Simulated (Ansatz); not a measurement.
fluorite-type CoSi2 (0 0 1) on ceria (0 0 1) (film strained to the substrate, started from cuts of the bulks and a machine-learned relaxation; slabs Ce6O10 and Co4Si8, which can lie off the formulas)

A periodic stack without vacuum, fluorite-type CoSi2 (0 0 1) on ceria (0 0 1) (film strained to the substrate, started from cuts of the bulks and a machine-learned relaxation; slabs Ce6O10 and Co4Si8, which can lie off the formulas): substrate slab Ce6O10, film Co4Si8, surface cells [[1, 0], [1, 1]] and [[1, 0], [1, 1]], film strained by +1.9 and +1.9 %, outermost planes Ce/Ce and Si/Co as cut, which need not be the usual terminations and can put a slab off its formula.

The start was prepared with a machine-learned potential, and the result is one local minimum, with the in-plane cell held and forces under 0.04 eV/Å; the film can end far from its bulk form.

Computed with PBE (plane waves to 420 eV, PAW; Ansatz, a first-principles code). Scalar-relativistic, without spin–orbit coupling; the runs are not spin-polarised; PBE gaps are too small against experiment; cerium has no Hubbard term. Its k-point mesh 8×8×1, Fermi–Dirac width 0.05 eV.

* **interface area**: 14.9 Å²
* **period**: 26.60 Å
* **heights between the nearest atoms of the two slabs at the two interfaces**: 2.55 and 1.57 Å
* **Ce–Si contacts across the interfaces within 1.22 times the sum of covalent radii**: 8, mean 3.27 Å
* **Ce–Co contacts across the interfaces within 1.22 times the sum of covalent radii**: 4, mean 3.15 Å

```
CELL_PARAMETERS angstrom
      3.86393     0.00013     0.02248
      0.00038     3.86295    -0.08906
     -0.15913     0.65954    26.58731
ATOMIC_POSITIONS crystal
  Ce 0.89880 0.83402 0.12780
  Ce 0.39915 0.33417 0.02755
  Ce 0.89784 0.83370 0.33140
  Ce 0.39831 0.33397 0.22952
  Ce 0.89803 0.83258 0.53301
  Ce 0.39776 0.33321 0.43301
  O  0.39915 0.83396 0.07219
  O  0.89918 0.33415 0.07220
  O  0.39806 0.83380 0.28079
  O  0.89807 0.33395 0.28079
  O  0.89849 0.33392 0.17678
  O  0.39859 0.83405 0.17678
  O  0.39786 0.83289 0.49033
  O  0.89781 0.33296 0.49031
  O  0.89779 0.33349 0.38497
  O  0.39784 0.83360 0.38498
  Co 0.90002 0.83252 0.77682
  Co 0.39900 0.33283 0.67925
  Co 0.89951 0.83270 0.96862
  Co 0.39990 0.33251 0.87588
  Si 0.39993 0.83237 0.72763
  Si 0.89919 0.33302 0.72763
  Si 0.89924 0.33262 0.62894
  Si 0.39858 0.83358 0.62896
  Si 0.39958 0.83219 0.92473
  Si 0.89995 0.33309 0.92474
  Si 0.89969 0.33194 0.82613
  Si 0.40000 0.83289 0.82613
```
